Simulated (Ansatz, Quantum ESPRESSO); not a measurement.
# One structure in several programs: CdH2O2 (P-3m1, 5 atoms in the cell)

Relaxation of cell and atoms.

```xyz
5
Lattice="3.4825 0.0000 0.0000 -1.7412 3.0159 0.0000 0.0000 0.0000 4.5993" Properties=species:S:1:pos:R:3 pbc="T T T"
Cd     0.0000     0.0000     0.0000
H      1.7412     1.0053     2.5341
H      0.0000     2.0106     2.0653
O      1.7412     1.0053     3.4926
O      0.0000     2.0106     1.1067
```

Shared settings, as Ansatz (an electronic-structure program) writes them: kpoints.mp_grid.grid = 9 9 6; scf.occupations.method = fixed. Potentials and cutoffs stand in the table.

```
code                                                             model  final volume (Å³/atom)  gap on the mesh (eV)   cutoff
----------------  ----------------------------------------------------  ----------------------  --------------------  -------
Ansatz                                 PBEsol, PAW files made with PBE                    9.75                 1.601  default
Quantum ESPRESSO  PBEsol, GBRV 1.5 ultrasoft (PBESOL) pseudopotentials                    9.75                 1.540    40 Ry
```

Gaps are read on the mesh.

The spread over the programs that give each value: final volume within 0.00 Å³/atom; gap on the mesh within 0.061 eV.

The programs treat the finite-basis stress differently while the cell relaxes: Ansatz adds an estimate of it.

The starting cell comes from a database of computed structures (which also holds hypothetical and non-ambient phases and stackings), without a prior relaxation at this level. Its lattice was rescaled by a random factor within 2.5 % of one.

Keys are those of Ansatz 0.2.
